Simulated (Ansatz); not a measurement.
# Al2Cu (I4/mcm, No. 140)

Computed with r²SCAN (Ansatz, a first-principles code, plane waves, PAW).

Settings: plane-wave cutoff 560 eV, 14×14×14 k mesh, Fermi–Dirac smearing 0.05 eV, no spin polarisation, scalar-relativistic PAW data made under PBE.

Cell (relaxed at this level):

```
Al2Cu
1.0
   -2.99849     2.99849     2.40196
    2.99849    -2.99849     2.40196
    2.99849     2.99849    -2.40196
Al Cu
4 2
Direct
  0.65933   0.15933   0.81865
  0.15933   0.34067   0.50000
  0.84067   0.65933   0.50000
  0.34067   0.84067   0.18135
  0.75000   0.75000   0.00000
  0.25000   0.25000   0.00000
```

For Al2Cu (I4/mcm, No. 140), the bulk modulus B0 is 114 GPa and the band gap is zero (no gap). The pressure derivative B′ of the bulk modulus is 4.6.

Note: the bulk modulus comes from volumes at which shape and atoms were relaxed.

Static lattice: no zero-point or thermal effects.

Cost on a shared machine: very roughly 27 core-minutes.
